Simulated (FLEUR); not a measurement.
Worked example: self-consistent single point of BaTiO3 (Pm-3m, 5 atoms in the cell) in FLEUR.

Computed with PBE+U, all-electron FLAPW (FLEUR), scalar-relativistic valence.

```
CELL_PARAMETERS angstrom
      4.06940     0.00000     0.00000
      0.00000     4.06940     0.00000
      0.00000     0.00000     4.06940
ATOMIC_POSITIONS crystal
  Ba 0.50000 0.50000 0.50000
  Ti 0.00000 0.00000 0.00000
  O  0.50000 0.00000 0.00000
  O  0.00000 0.50000 0.00000
  O  0.00000 0.00000 0.50000
```

Reference input (self-consistent single point, DFT, PBE, all-electron FLAPW (FLEUR), scalar-relativistic valence): Kmax = 4.6 1/bohr; GmaxXC = 13.8 1/bohr; xcFunctional = pbe; jspins = 1; l_soc = F; mode = hist; fermiSmearingEnergy = 0.0001 Htr; mesh (inpgen div1-3) = 4 4 4; inpgen gamma flag = true; Gmax = 13.8 1/bohr; numbands = 0; maxIterBroyd = 40. This run's input differs from it in these lines:

```diff
@@ -74,2 +74,3 @@
          <energyParameters s="4" p="4" d="3" f="4"/>
+         <ldaU l="2" U="5.0" J="0.0" l_amf="F"/>
          <lo type="SCLO" l="0" n="3" eDeriv="0"/>
```

Output (repeated stretches shortened):

```
 Iteration:     1   Distance:      26.30293663 me/bohr^3
 Iteration:     2   Distance:      24.10756712 me/bohr^3
 Iteration:     3   Distance:      20.41625824 me/bohr^3
 Iteration:     4   Distance:       8.27932547 me/bohr^3
 Iteration:     5   Distance:       8.61910571 me/bohr^3
   [... 13 lines left out ...]
 Iteration:    19   Distance:       0.00004030 me/bohr^3
 Iteration:    20   Distance:       0.00003171 me/bohr^3
 Iteration:    21   Distance:       0.00001864 me/bohr^3
 Iteration:    22   Distance:       0.00000056 me/bohr^3
 Run finished successfully
 Stop message:
   Structural relaxation: Done

[file out, last iteration]
             iter=     23
[...]
          total density-effective poten   -1.5377238877E+04
          total charge density-energy d   -2.6621162888E+02
 spin #  1
n-matrix for atom #   2
V-matrix for atom #   2
 using the atomic limit of LDA+U
  -2.1941645048605546E-002
 Updated energy parameters for spin:           1
[...]
 fermi energy and band-weighting factors:

[...]
FERMIE:
          first approx. to ef    (T=0)  :   0.369569 htr   (energy of the highest occ. eigenvalue)
          number of occ. states  (T=0)  :        200
          first approx. to seigv (T=0)  :  -6.035307 htr
          sum of weights of occ. states :  20.000000
          sum of semicore charge        :   0.000000 e
FERHIS:  Fermi-Energy by histogram:
   [... lines left out ...]
          bandgap                     :   0.082115 htr
          charge neutrality (T=0)     :   0.000000    (zero if the highest occ. eigenvalue is "entirely" occupied)
 Direct bandgap for spin            1 :    8.9777583114658610E-002  Htr
 ---->    free energy=                     -9219.1562172234 htr
   [... lines left out ...]
 TOTAL FORCE FOR ATOM TYPE=  1  X=  3.845   Y=  3.845   Z=  3.845
                       FX_TOT= 0.000000 FY_TOT= 0.000000 FZ_TOT= 0.000000
 TOTAL FORCE FOR ATOM TYPE=  2  X=  0.000   Y=  0.000   Z=  0.000
                       FX_TOT= 0.000000 FY_TOT= 0.000000 FZ_TOT= 0.000000
 TOTAL FORCE FOR ATOM TYPE=  3  X=  3.845   Y=  0.000   Z=  0.000
                       FX_TOT= 0.000000 FY_TOT= 0.000000 FZ_TOT= 0.000000
 Structural relaxation: Done
```

The run converged in 22 iterations. FLEUR gives forces in its relaxation mode, with a further iteration, so its stop message speaks of a relaxation. Against the reference run the gap on the mesh goes from 1.669 to 2.234 eV.

The starting cell comes from a database of computed structures (which also holds hypothetical and non-ambient phases and stackings), without a prior relaxation at this level. Its lattice was rescaled by a random factor within 2.5 % of one. Spin polarisation is off. The U value is a test value, and with U on an open shell several self-consistent states can exist. Values depend on the basis (sphere radii, cutoffs, local orbitals), which need not be converged.

Cost on one core of a shared machine: roughly 60 s.
